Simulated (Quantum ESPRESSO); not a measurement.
Input and output of a self-consistent single point for GaNi3C (Pm-3m, 5 atoms in the cell) (Quantum ESPRESSO).

Level of theory: PBEsol, PSlibrary PAW (PBE) pseudopotentials (plane waves; Quantum ESPRESSO).

```
GaNi3C
1.0
    3.77559     0.00000     0.00000
    0.00000     3.77559     0.00000
    0.00000     0.00000     3.77559
Ga Ni C
1 3 1
Direct
  0.50000   0.50000   0.50000
  0.50000   0.00000   0.00000
  0.00000   0.50000   0.00000
  0.00000   0.00000   0.50000
  0.00000   0.00000   0.00000
```

Reference input (self-consistent single point, DFT, PBEsol, plane waves, PSlibrary PAW (PBE) pseudopotentials): ecutwfc = 70 Ry; ecutrho = 560 Ry; occupations = smearing; smearing = marzari-vanderbilt; degauss = 0.0099958 Ry; input_dft = pbesol; K_POINTS = automatic 8 8 8 0 0 0; conv_thr = 1e-09 Ry; mixing_beta = 0.4. This run's input differs from it in these lines:

```diff
@@ -34,3 +34,3 @@
 K_POINTS {automatic}
-8 8 8  0 0 0
+7 7 7  0 0 0
 CELL_PARAMETERS {angstrom}
```

Output (repeated stretches shortened):

```
     Self-consistent Calculation

     iteration #  1     ecut=    70.00 Ry     beta= 0.40

     total energy              =    -842.35050387 Ry
     estimated scf accuracy    <       0.66542312 Ry

     iteration #  2     ecut=    70.00 Ry     beta= 0.40

     total energy              =    -842.53114562 Ry
     estimated scf accuracy    <       0.34279468 Ry

     iteration #  3     ecut=    70.00 Ry     beta= 0.40

     total energy              =    -842.59782318 Ry
     estimated scf accuracy    <       0.02798564 Ry

   [... 9 blocks of this kind left out ...]

     iteration # 13     ecut=    70.00 Ry     beta= 0.40

     total energy              =    -842.63340922 Ry
     estimated scf accuracy    <          2.6E-09 Ry

     iteration # 14     ecut=    70.00 Ry     beta= 0.40
     End of self-consistent calculation

     the Fermi energy is    13.4911 ev

!    total energy              =    -842.63340922 Ry
     estimated scf accuracy    <          4.7E-10 Ry
     smearing contrib. (-TS)   =       0.00054470 Ry
     internal energy E=F+TS    =    -842.63395392 Ry

     convergence has been achieved in  14 iterations

     Forces acting on atoms (cartesian axes, Ry/au):

     atom    1 type  1   force =     0.00000000    0.00000000    0.00000000
   [... zero for the other atoms too ...]

     Total force =     0.000000     Total SCF correction =     0.000000

          total   stress  (Ry/bohr**3)                   (kbar)     P=      -64.61
  -0.00043924   0.00000000   0.00000000          -64.61        0.00        0.00
   0.00000000  -0.00043924   0.00000000            0.00      -64.61        0.00
   0.00000000   0.00000000  -0.00043924            0.00        0.00      -64.61

   JOB DONE.
```

The run converged in 14 iterations. Against the reference run the free energy falls by 1.7 meV/atom and the pressure moves little (-6.45 to -6.46 GPa). The full log also holds: “c_bands:  2 eigenvalues not converged”.

The starting cell comes from a database of computed structures (which also holds hypothetical and non-ambient phases and stackings), without a prior relaxation at this level. Spin polarisation is off. With a pressure of about -6 GPa the cell is away from its equilibrium volume at this level.

Cost on one core of a shared machine: roughly 2 min.
